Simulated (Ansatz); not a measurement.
Results of LDA (Ansatz, a program for electronic structure, PAW) for pyrite PtAs2.

Settings: plane-wave cutoff 520 eV, 6×6×6 k mesh, Fermi–Dirac smearing 0.01 eV, scalar-relativistic PAW data made under PBE.

Energies at three volumes about the minimum:

```
V (Å³/atom)  E − E_lowest (meV/atom)
-----------  -----------------------
17.147                          3.73
17.497                          0.00
17.847                          3.45
```

**Question.** Fit a parabola by hand: where is the minimum, what lattice constant follows, and what is the bulk modulus?

**Answer.** Slopes: (0.00 − 3.73)/(17.497 − 17.147) = -10.657 and (3.45 − 0.00)/(17.847 − 17.497) = 9.857 meV/Å³. Curvature E″ = 2 × (9.857 − (-10.657))/(17.847 − 17.147) = 58.611 meV/Å⁶. From the middle of the first interval, the slope vanishes at V0 = 17.3220 − (-10.657)/58.611 = 17.504 Å³/atom. B = V0 E″ = 17.504 × 58.611 meV/Å³ × 0.1602 GPa per meV/Å³ = 164 GPa. With 12 atoms in the cube, a = (12 × 17.504)^(1/3) = 5.944 Å. The full Birch–Murnaghan fit to all volumes gives V0 = 17.496 Å³/atom and B0 = 164 GPa.

Shape and atoms are relaxed at each volume.

Measured, for comparison: lattice constant a 5.967 Å (temperature not stated, no zero-point or thermal correction; as tabulated in Wikipedia's data pages).
